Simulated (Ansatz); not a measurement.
Results of PBE-D3(BJ) (Ansatz, a first-principles code, plane waves, PAW) for zinc-blende BeS.

From the output:

```
Crystal: 2 atoms, lattice volume = 29.038 Å³
Basis set: ecut = 520 eV, 749 PW (Γ), exchange–correlation on 54×54×54 points (8 copies of the dense FFT grid, shifted against one another)
Bands: 8, of which v1, the nominal top of the filled ones, is band 4 counted from 1 (3 counted from 0)
Symmetry: 24 space group operations
Space group: F-43m (ITA 216), of the structure as read, at distance tolerance 3.1e-5 Å
k-points: 72 of 1728 (time reversal used)
Functional: x = pbe(κ = 0.804, μ = 0.2195149727645171), c = pbe(β = 0.06672455060314922)
SCF iter   1: F=—  HF=-997.557807 eV  |F-HF|=—  |Δ(HF+E_count)|=         —  Δρ=7.01e-4  dr2=1.25e-4
SCF iter   2: F=—  HF=-997.557423 eV  |F-HF|=—  |Δ(HF+E_count)|=   3.84e-4  Δρ=5.09e-4  dr2=7.57e-5
  ...
SCF iter   6: F=—  HF=-997.557456 eV  |F-HF|=—  |Δ(HF+E_count)|=  1.44e-10  Δρ=1.28e-6  dr2=5.44e-10
SCF iter   7: F=-997.557456 eV  HF=-997.557456 eV  |F-HF|=1.49e-11  |Δ(HF+E_count)|=  8.07e-11  Δρ=2.49e-7  dr2=2.30e-11
SCF 1 converged in 7 iterations: F = -997.557456 eV  dr2 = 2.30e-11
SCF converged after 7 iterations
Free energy (F): -997.557456 eV
Internal energy: -997.557456 eV  (E = F + TS)
E sigma→0 (E₀):  -997.557456 eV
Fermi energy:    6.709333 eV
--- Stress (GPa, compression-positive) ---
       -3.634519      -0.000000      -0.000000
        0.000000      -3.634519       0.000000
       -0.000000       0.000000      -3.634519
  P = ⅓ Tr σ = -3.6345 GPa (-36.345 kbar)
```

Question: Write an input file that could have produced this run (the log leaves some choices open).

Answer: Several could match; the one computed here: 
Ansatz 0.2 input:
```yaml
crystal:
  lattice:
    - [0.0, 2.4395706936, 2.4395706936]
    - [2.4395706936, 0.0, 2.4395706936]
    - [2.4395706936, 2.4395706936, 0.0]
  atoms:
    - { symbol: Be, position: [0.0, 0.0, 0.0] }
    - { symbol: S, position: [0.25, 0.25, 0.25] }
basis:
  ecutwfc: 520
  ecutrho_ratio: 4
  xc_grid: 2
kpoints:
  mp_grid: { grid: [12, 12, 12] }
hamiltonian:
  xc: pbe
  dispersion: d3bj
  pseudopotentials: { kind: paw }
scf:
  occupations: { method: fermi_dirac, width: 0.01 }
  convergence: { dr2_threshold: 0.0000000002 }
output:
  forces: true
  stress: true
  eigenvalues: true
```

The cell is one volume of an energy–volume scan, off the minimum.
